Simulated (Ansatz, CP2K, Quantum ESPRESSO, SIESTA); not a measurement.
# SrCd (P1, 2 atoms in the cell) computed with different codes at matched settings

Self-consistent single point, at a second geometry (atoms moved at random). First geometry:

```yaml
crystal:
  lattice:
    - [4.06670, 0.00000, 0.00000]
    - [0.00000, 4.06670, 0.00000]
    - [0.00000, 0.00000, 4.06670]
  atoms:
    - { symbol: Sr, position: [0.50000, 0.50000, 0.50000] }
    - { symbol: Cd, position: [0.00000, 0.00000, 0.00000] }
```

Second geometry:
```
SrCd
1.0
    4.06670     0.00000     0.00000
    0.00000     4.06670     0.00000
    0.00000     0.00000     4.06670
Sr Cd
1 1
Direct
  0.50209   0.50192   0.49930
  0.99791   0.99808   0.00070
```

Shared settings, as Ansatz (a program for electronic structure) writes them: kpoints.mp_grid.grid = 11 11 11; scf.occupations.method = fermi_dirac; scf.occupations.width = 0.1 eV. Potentials and cutoffs stand in the table.

| code | model | ΔF from the first geometry (meV/atom) | pressure (GPa) | largest force (eV/Å) | cutoff |
|---|---|---|---|---|---|
| CP2K | PBEsol, GPW, DZVP-MOLOPT-SR-GTH basis, GTH-PBE potentials (GTH_POTENTIALS) | 0.2 | -1.19 | 0.039 | grid 500 Ry |
| Quantum ESPRESSO | PBEsol, GBRV 1.5 ultrasoft (PBESOL) pseudopotentials | 0.2 | -1.72 | 0.038 | 40 Ry |
| Ansatz | PBEsol, PAW files made with PBE | 0.2 | -1.55 | 0.038 | default |
| SIESTA | GGA PBEsol, numerical atomic orbitals DZP, PseudoDojo PBEsol standard norm-conserving potentials (rewritten from UPF to PSML) | 0.4 | 0.35 | 0.060 | grid 400 Ry |

The spread over the programs that give each value: ΔF from the first geometry within 0.2 meV/atom; pressure within 2.07 GPa; largest force within 0.022 eV/Å.

CP2K and SIESTA use small atom-centred bases, whose incompleteness enters pressures, forces and empty levels differently from a plane-wave cutoff. Ansatz's pressure is given at a fixed set of plane waves, as the other plane-wave codes print theirs. In the pressure, SIESTA (by 1.98) lies more than 1 GPa from the median of the plane-wave programs.

The starting cell comes from a database of computed structures (which also holds hypothetical and non-ambient phases and stackings), without a prior relaxation at this level. Its lattice was rescaled by a random factor within 2.5 % of one. For this run, on top of that: atoms moved at random.

Keys are those of Ansatz 0.2.
